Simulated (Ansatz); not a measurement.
The parent structure is SnO2 in the rutile structure (space group P4_2/mnm, No. 136; a = 4.828 Å, c = 3.238 Å). Axes: x, y, z lie along a, b, c of the conventional cell.

Perturbation: tensile biaxial strain of 2.96 % in the plane normal to [001], as in epitaxy on a mismatched substrate; the out-of-plane cell vector and the atoms relax.

Levels (all Ansatz, a program for electronic structure, PAW): PBE (420 eV, without spin-orbit coupling); PBE+SOC (420 eV, noncollinear with spin-orbit coupling).

The geometry is relaxed with PBE.

| Quantity | Result |
|---|---|
| PBE valence-band top at Γ | 0.00, -0.75, -0.75 eV |
| PBE electron mass | 0.15 mₑ out of plane, 0.17 mₑ in plane (at Γ) |
| PBE band gap | 0.50 eV |

With PBE+SOC at the same geometry, the valence-band top at Γ (three highest Kramers pairs, from the VBM) goes from 0.00, -0.75, -0.75 eV to 0.00, -0.74, -0.76 eV; the electron mass goes from 0.15 mₑ out of plane, 0.17 mₑ in plane (at Γ) to 0.16 mₑ out of plane, 0.17 mₑ in plane (at Γ); the band gap stays essentially unchanged (0.50 eV against 0.51 eV).

Single points use the geometry relaxed with PBE. The spin-orbit shifts are approximate. Effective masses come from finite differences of ±0.01 Å⁻¹. Whether these cells are dynamically stable was not tested.
